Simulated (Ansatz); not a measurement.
System: Ta2O5 (Cmmm, No. 65, 7 atoms in the cell; start mp-1238961). Method: r²SCAN+rVV10 in Ansatz (plane waves, PAW).

Numerical settings: plane-wave cutoff 560 eV, 10×10×6 k mesh (along the axes of the cell as run), Fermi–Dirac smearing 0.01 eV, scalar-relativistic PAW data made under PBE.

Cell (relaxed at this level):

```
Ta2O5
1.0
    3.83115     0.00000    -0.02976
    0.00000     3.85321     0.00000
   -1.86465     0.00000     6.51974
Ta O
2 5
Direct
  0.64581   0.00000   0.79162
  0.35419   0.00000   0.20838
  0.64987   0.50000   0.79967
  0.35013   0.50000   0.20033
  0.18510   0.00000   0.87021
  0.81490   0.00000   0.12979
  0.50000   0.00000   0.50000
```

Q: Predict the band gap and smallest direct gap on the k points sampled.

A: 
- band gap: 2.69 eV
- smallest direct gap on the k points sampled: 3.32 eV

Spin–orbit coupling is not included.

Computing time: very roughly 80 core-seconds.

A start named mp-… is a Materials Project structure, which need not be a measured phase.

Ansatz is a first-principles code.
